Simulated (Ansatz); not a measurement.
Take Ti in the hcp (Mg type) structure (space group P6_3/mmc, No. 194; a = 2.9364 Å, c = 4.6402 Å; relaxed with 0.1 eV smearing) as the base. Axes: x lies along a and z along c of the hexagonal cell.

Method: r2SCAN, PAW, 500 eV (Ansatz, a program for electronic structure; without spin-orbit coupling).

Now apply this change: biaxial strain −1.50 %, plane normal [001], relaxed out of plane (Cartesian); in-plane vectors clamped, the third vector and the atoms free.

### Question
Predict the new out-of-plane strain and in-plane stress.

### Answer
The out-of-plane strain is +1.18 %; the mean in-plane stress (compression positive) amounts to +3.4 GPa.

Whether these cells are dynamically stable was not tested. All final runs are without spin polarisation.
